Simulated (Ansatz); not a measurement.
Base system: Ir in the fcc (Cu type) structure (space group Fm-3m, No. 225; a = 3.811 Å).

All numbers come from DFT with LDA, PAW potentials and a 420 eV plane-wave cutoff in Ansatz (a program for electronic structure), scalar-relativistic without spin-orbit coupling.

Before the change:

- Volume per atom: 13.84 Å³

Perturbation: cell and atoms relaxed at a pressure of 15 GPa.

Predict the new volume per atom.

The volume per atom drops by 0.46 Å³ (13.84 Å³ → 13.38 Å³).

Load acts through the strain it causes; cell and atoms are relaxed under it. No phonon test of stability was made. No other phases were tried under pressure. All final runs are without spin polarisation.
